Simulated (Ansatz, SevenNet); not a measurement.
**Bulk modulus B0 of cubic perovskite BaHfO3 at several levels of theory**

No measured value is used here.

| level (code) | value (GPa) | cell (Å³/atom) |
|---|---|---|
| SevenNet-0 | 162 | 14.83 |
| LDA (Ansatz) | 183 | 14.00 |
| PBE (Ansatz) | 155 | 14.88 |
| r²SCAN (Ansatz) | 171 | 14.58 |
| PBE0 (Ansatz) | 171 | 14.55 |

Density-functional levels without +SOC have no spin–orbit coupling. Each level is taken at its own relaxed cell. Cutoffs and k meshes differ between the levels. Ansatz's density-functional and Hartree–Fock values are scalar-relativistic unless marked +SOC, with PAW data made under PBE.

Machine-learned potentials (SevenNet-0) are trained on DFT data: a solid inside that data is no test of them.

Ansatz is a program for electronic structure.
